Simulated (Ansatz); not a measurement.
The cell is built on a prototype and need not be the phase stable at ambient conditions.

Data:

```
ZnO
1.0
    5.15583     0.00000     0.00000
    0.00000     5.19145     0.00000
    0.00000     2.59573     1.49864
Zn O
2 2
Direct
  0.00000   0.00000   0.00000
  0.50000   0.00000   0.00000
  0.75000   0.66667   0.00000
  0.25000   0.33333   0.00000
```

Space group of this cell: P6_3/mmc, NiAs type. The cell was relaxed by PBE-D3(BJ); by r2SCAN its mean pressure is -3.5 GPa.

Transport runs along the normal of the first two printed cell vectors.

The gap is the functional's own. No spin-orbit coupling. Mid-gap values are interpolated on the energy grid.

Problem. Predict the band gap and the smallest decay constant κ at mid-gap from r2SCAN run with Ansatz (a quantum-chemistry and plane-wave program).

Solution. Gap 1.26 eV on a 6×20×20 mesh; κ = 0.158 1/Å, at the zone centre.
